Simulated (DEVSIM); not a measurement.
Device: illuminated GaAs p-on-n cell, one wavelength, at 300 K.

Layer 1 from the left is GaAs, thickness (μm) 0.180, Na (cm⁻³) 1.2e18, τn (s) 1.1e-12, τp (s) 5.5e-10, absorption coefficient (cm⁻¹) 59000. Layer 2 from the left is GaAs, thickness (μm) 2.00, Nd (cm⁻³) 9.4e15, τn (s) 2.2e-9, τp (s) 2.2e-9, absorption coefficient (cm⁻¹) 59000.

Left contact: ohmic, minority electron recombination velocity 6e5 cm/s. Right contact: ohmic, minority hole recombination velocity 8e6 cm/s. Voltage is applied to the left contact. Recombination: SRH at mid-gap, radiative, Auger. Light enters at the left, 2.5e18 photons cm⁻² s⁻¹, one pass, no reflection. Mobility is μmin + (μ − μmin)/(1 + (N/Nref)^α).

The device is made up for the run: typed textbook-type constants, with dimensions and the other settings drawn at random. Values at 300 K.

GaAs: gap (eV) 1.424, affinity (eV) 4.07, permittivity 12.9, Nc (cm⁻³) 4.7e17, Nv (cm⁻³) 9e18, μn (cm²/Vs) 8500, μp (cm²/Vs) 400, μn,min 500, μp,min 20, Nref,n 6e16, Nref,p 1.5e17, αn 0.39, αp 0.38, B (cm³/s) 2e-10, Cn (cm⁶/s) 1e-30, Cp (cm⁶/s) 1e-30.

DEVSIM, 1D drift-diffusion, Boltzmann statistics, complete ionisation; no tunnelling, impact ionisation, image-force lowering or self-heating.

Q: What does the simulation give for the dark forward voltage at 1 A/cm², the largest field in the device at zero bias?

A: dark forward voltage at 1 A/cm² 1.004 V; largest field in the device at zero bias 74000 V/cm.
